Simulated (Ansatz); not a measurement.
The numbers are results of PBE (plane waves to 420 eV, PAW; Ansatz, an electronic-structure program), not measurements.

Plane-averaged electrostatic potential energy along the normal, in eV from the Fermi level, for Si on the 1x1 (0001) surface of hcp Co, ferromagnetic, one in a 2x2 cell, started at the site 'hollow Co-Co-Co':

```json
[
 {"z (Å)": "5.38", "V (eV)": "4.97"},
 {"z (Å)": "5.67", "V (eV)": "4.97"},
 {"z (Å)": "5.95", "V (eV)": "4.97"},
 {"z (Å)": "6.23", "V (eV)": "4.97"},
 {"z (Å)": "6.52", "V (eV)": "4.96"},
 {"z (Å)": "6.80", "V (eV)": "4.95"},
 {"z (Å)": "7.08", "V (eV)": "4.92"},
 {"z (Å)": "7.37", "V (eV)": "4.86"},
 {"z (Å)": "7.65", "V (eV)": "4.74"},
 {"z (Å)": "7.93", "V (eV)": "4.50"},
 {"z (Å)": "8.22", "V (eV)": "4.00"},
 {"z (Å)": "8.50", "V (eV)": "2.98"},
 {"z (Å)": "8.78", "V (eV)": "0.87"},
 {"z (Å)": "9.07", "V (eV)": "-4.87"},
 {"z (Å)": "9.35", "V (eV)": "-13.73"},
 {"z (Å)": "9.63", "V (eV)": "-19.74"},
 {"z (Å)": "9.92", "V (eV)": "-19.45"},
 {"z (Å)": "10.20", "V (eV)": "-13.07"},
 {"z (Å)": "10.48", "V (eV)": "-4.76"},
 {"z (Å)": "10.77", "V (eV)": "-1.56"},
 {"z (Å)": "11.05", "V (eV)": "-6.25"},
 {"z (Å)": "11.33", "V (eV)": "-14.77"},
 {"z (Å)": "11.62", "V (eV)": "-20.18"},
 {"z (Å)": "11.90", "V (eV)": "-19.15"},
 {"z (Å)": "12.18", "V (eV)": "-12.21"},
 {"z (Å)": "12.47", "V (eV)": "-3.84"},
 {"z (Å)": "12.75", "V (eV)": "-0.66"},
 {"z (Å)": "13.03", "V (eV)": "-4.20"},
 {"z (Å)": "13.32", "V (eV)": "-12.65"},
 {"z (Å)": "13.60", "V (eV)": "-19.34"},
 {"z (Å)": "13.88", "V (eV)": "-20.01"},
 {"z (Å)": "14.17", "V (eV)": "-14.33"},
 {"z (Å)": "14.45", "V (eV)": "-5.80"},
 {"z (Å)": "14.73", "V (eV)": "-1.31"},
 {"z (Å)": "15.02", "V (eV)": "-4.36"},
 {"z (Å)": "15.30", "V (eV)": "-12.65"},
 {"z (Å)": "15.58", "V (eV)": "-19.27"},
 {"z (Å)": "15.87", "V (eV)": "-19.91"},
 {"z (Å)": "16.15", "V (eV)": "-14.23"},
 {"z (Å)": "16.43", "V (eV)": "-5.75"},
 {"z (Å)": "16.72", "V (eV)": "-0.94"},
 {"z (Å)": "17.00", "V (eV)": "-1.02"},
 {"z (Å)": "17.28", "V (eV)": "-1.93"},
 {"z (Å)": "17.57", "V (eV)": "-1.87"},
 {"z (Å)": "17.85", "V (eV)": "-0.40"},
 {"z (Å)": "18.13", "V (eV)": "1.81"},
 {"z (Å)": "18.42", "V (eV)": "3.34"},
 {"z (Å)": "18.70", "V (eV)": "4.11"},
 {"z (Å)": "18.98", "V (eV)": "4.49"},
 {"z (Å)": "19.27", "V (eV)": "4.67"},
 {"z (Å)": "19.55", "V (eV)": "4.75"},
 {"z (Å)": "19.83", "V (eV)": "4.79"},
 {"z (Å)": "20.12", "V (eV)": "4.81"},
 {"z (Å)": "20.40", "V (eV)": "4.82"},
 {"z (Å)": "20.68", "V (eV)": "4.83"},
 {"z (Å)": "20.97", "V (eV)": "4.83"},
 {"z (Å)": "21.25", "V (eV)": "4.83"},
 {"z (Å)": "21.53", "V (eV)": "4.83"},
 {"z (Å)": "21.82", "V (eV)": "4.83"}
]
```

Set-up: 17 atoms, 6.0 Å thick at the start under the adsorbate (thin: gaps and levels are the slab's own); mesh 7x7x1; 0.1 eV smearing; dipole correction on; 8 atoms held, the rest relaxed; held to the start's symmetry, so lower structures may exist; spin-polarised, no spin-orbit, no U, no dispersion correction. At the end it is bonded to 3 Co. In PBE this state lies 0.05 eV over the lowest of the starts that converged ('hollow Co-Co-Co over Co at depth 2.0 Å').

The vacuum level lies 4.83 eV above the Fermi level over the top face and 4.97 eV above it under the bottom face.
